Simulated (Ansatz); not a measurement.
Input:

```
SnTe
1.0
    0.00000     3.08928     3.08928
    3.08928     0.00000     3.08928
    3.08928     3.08928     0.00000
Sn Te
1 1
Direct
  0.00000   0.00000   0.00000
  0.50000   0.50000   0.50000
```

No spin polarisation.

The values are results of Ansatz (a first-principles code) r2SCAN, scalar-relativistic without spin-orbit coupling, not measurements. Γ-centred 13×13×13 mesh, Fermi–Dirac width 0.05 eV.

**Question.** What pressure does the calculation give?

**Answer.** 4.91 GPa.

**Question.** What is the computed space group?

**Answer.** Fm-3m (No. 225).

The cells carry an imposed strain or load. No phonon test of stability was made. The cell was made from SnTe in the rock salt structure (space group Fm-3m, No. 225) by this change: isotropic strain −3.00 %.
